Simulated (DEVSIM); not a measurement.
Device: W/AlN/p-In0.53Ga0.47As capacitor, at 300 K.

| layer (left to right) | material | thickness (nm) | Na (cm⁻³) |
|---|---|---|---|
| 1 | AlN | 2.50 | - |
| 2 | In0.53Ga0.47As | 9600 | 3.5e15 |

Metal gate on the left, work function 4.6 eV. Fixed charge at the semiconductor interface 0 cm⁻² (in units of +e); no interface traps.

Constants are typed, rounded textbook-type inputs, not results; the design itself was drawn at random and stands for no fabricated device. Values at 300 K.

```csv
parameter,AlN,In0.53Ga0.47As
gap (eV),6.1,0.74
affinity (eV),1.9,4.51
permittivity,8.5,13.9
Nc (cm⁻³),-,2.1e17
Nv (cm⁻³),-,7.7e18
```

Model (solved in DEVSIM): 1D Poisson equation in equilibrium, Boltzmann statistics, complete ionisation; no quantum confinement or tunnelling. Metal contacts follow the ideal Schottky-Mott rule: no Fermi-level pinning, no interface dipoles.

Tabulate band edges, carrier densities and field at -0.2 V on the gate.

Energies count from the Fermi level of the right contact; mesh points crowd at the junctions.

```csv
x (μm),Ec (eV),Ev (eV),n (cm⁻³),p (cm⁻³),field (V/cm)
0.000,2.900,-3.200,< 1e2,< 1e2,23000
0.0009754,2.902,-3.198,< 1e2,< 1e2,23000
0.001951,2.905,-3.196,< 1e2,< 1e2,23000
0.002968,0.296,-0.444,2.2e12,2.7e11,14000
0.006157,0.301,-0.439,1.8e12,3.2e11,14000
0.01221,0.309,-0.431,1.3e12,4.5e11,14000
0.02669,0.329,-0.411,6.3e11,9.5e11,13000
0.07634,0.388,-0.352,6.4e10,9.3e12,11000
0.1705,0.469,-0.271,2.7e9,2.2e14,6600
0.3830,0.535,-0.205,2.2e8,2.7e15,830
0.8621,0.541,-0.199,1.7e8,3.5e15,≈ 0
2.548,0.541,-0.199,1.7e8,3.5e15,≈ 0
5.551,0.541,-0.199,1.7e8,3.5e15,≈ 0
7.807,0.541,-0.199,1.7e8,3.5e15,≈ 0
8.996,0.541,-0.199,1.7e8,3.5e15,≈ 0
9.334,0.541,-0.199,1.7e8,3.5e15,≈ 0
9.488,0.541,-0.199,1.7e8,3.5e15,≈ 0
9.553,0.541,-0.199,1.7e8,3.5e15,≈ 0
9.586,0.541,-0.199,1.7e8,3.5e15,≈ 0
9.596,0.541,-0.199,1.7e8,3.5e15,≈ 0
9.600,0.541,-0.199,1.7e8,3.5e15,≈ 0
9.602,0.541,-0.199,1.7e8,3.5e15,≈ 0
```
